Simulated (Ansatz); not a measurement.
The parent structure is Si in the diamond structure (space group Fd-3m, No. 227; a = 5.4338 Å). Axes: x, y, z lie along the cube axes.

It is then changed as follows: biaxial strain −1.29 %, plane normal [001], relaxed out of plane (Cartesian); in-plane vectors clamped, the third vector and the atoms free.

Levels (all Ansatz, a first-principles code, PAW): PBEsol (420 eV, without spin-orbit coupling); r2SCAN (500 eV, spin-orbit coupling left out); HSE06 (420 eV, spin-orbit coupling left out).

One geometry, relaxed with PBEsol, under each level:

```csv
level,band gap,lowest conduction level above the VBM at special points,electron mass,pressure
PBEsol,0.31 eV,X 0.45 eV; M 0.63 eV; S₀ 1.20 eV; S 1.20 eV,"0.92 mₑ along k, 0.19 mₑ across (off the special points)",1.51 GPa
r2SCAN,0.60 eV,X 0.75 eV; M 0.95 eV; S₀ 1.53 eV; S 1.53 eV,"0.90 mₑ along k, 0.19 mₑ across (off the special points)",2.17 GPa
HSE06,0.97 eV,X 1.12 eV; M 1.31 eV; S₀ 1.91 eV; Γ 3.23 eV,–,–
```

Single points use the geometry relaxed with PBEsol. Their cutoffs differ, which shifts pressures a little. The hybrid gap comes from the SCF mesh plus the semilocal run's edge points and a few special points and is an upper bound. Effective masses come from finite differences of ±0.01 Å⁻¹. Along k means along the line from Γ to the band edge. Stability against distortions was not tested. k-point labels follow each cell's own Brillouin zone.
